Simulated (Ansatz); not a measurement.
Here is the system:

End structure of a constructed model of the (110) surface of bcc Mo, a pseudomorphic layer of Si in the host's stacking (bottom of the slab: a bare face, its two planes held):

```yaml
crystal:
  lattice:
    - [2.73735, 0.00000, 0.00000]
    - [-0.91245, 2.58080, 0.00000]
    - [0.00000, 0.00000, 29.50000]
  atoms:
    - { symbol: Mo, position: [0.50000, 0.50000, 0.27203] }
    - { symbol: Mo, position: [0.00000, 0.00000, 0.34780] }
    - { symbol: Mo, position: [0.50000, 0.50000, 0.42346] }
    - { symbol: Mo, position: [0.00000, 0.00000, 0.49941] }
    - { symbol: Mo, position: [0.50000, 0.50000, 0.57485] }
    - { symbol: Mo, position: [0.00000, 0.00000, 0.65040] }
    - { symbol: Si, position: [0.50000, 0.50000, 0.72116] }
```

Model: 7-atom slab, 13.5 Å thick at the start with caps and adatoms (thin: gaps and levels are the slab's own), 14x14x1 mesh, Fermi-Dirac 0.1 eV, dipole correction, single point; on the structure that PBE left under its start's symmetry; no spin, no spin-orbit, no U. It is one candidate, not shown to be the stable structure of the face.

Problem. What work function of the top face does r2SCAN, at the PBE geometry run with Ansatz (a quantum-chemistry and plane-wave program) give?

Solution. 5.39 eV
